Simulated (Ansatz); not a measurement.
Base system: InP in the zinc blende structure (space group F-43m, No. 216; a = 5.907 Å).

Method: r2SCAN (Ansatz, a program for electronic structure; PAW; 500 eV plane waves; without spin-orbit coupling), earlier PAW set.

One change was made to it. Results:

```json
[
 {"quantity": "shortest interatomic distance", "base": "2.558 Å", "after": "2.260 Å"},
 {"quantity": "band gap", "base": "1.02 eV", "after": "zero"},
 {"quantity": "density", "base": "4.70 g/cm³", "after": "10.43 g/cm³"}
]
```

**Question.** What was done to the base?
A) In → B
B) In → Ir
C) In → Cd

**Answer.** B, In → Ir. For comparison, the shortest interatomic distance in the other runs: In → Cd gives 2.538 Å; In → B gives 1.964 Å.

Whether these cells are dynamically stable was not tested. As relaxed here, IrP and CdP are hypothetical phases, not in the database extracts checked. All final runs are without spin polarisation. An odd electron count without spin: CdP.
